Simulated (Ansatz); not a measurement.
## Thickness series in CdS

Take CdS in the zinc blende structure (space group F-43m, No. 216; a = 5.8778 Å) as the base. Axes: x, y, z lie along the cube axes.

Free-standing slabs (2 atom(s) a layer) normal to [110] with 15 Å of vacuum; in-plane cell held at bulk.

Calculations: Ansatz (a quantum-chemistry and plane-wave program), r2SCAN, PAW, cutoff 500 eV, spin-orbit coupling left out.

Computed cases, in order: 1 layer; 2 layers; 3 layers; 4 layers; 5 layers; 6 layers; 7 layers.

Q: Between which two neighbouring cases does the gap turn between direct and indirect?

A: Between 1 layer (2.41 eV, indirect, U → Γ) and 2 layers (2.47 eV, direct at Γ). The whole series: 1 layer: 2.41 eV, indirect, U → Γ; 2 layers: 2.47 eV, direct at Γ; 3 layers: 2.16 eV, direct at Γ; 4 layers: 2.09 eV, direct at Γ; 5 layers: 1.99 eV, direct at Γ; 6 layers: 1.92 eV, direct at Γ; 7 layers: 1.86 eV, direct at Γ.

Whether these cells are dynamically stable was not tested. k-point labels follow each cell's own Brillouin zone.
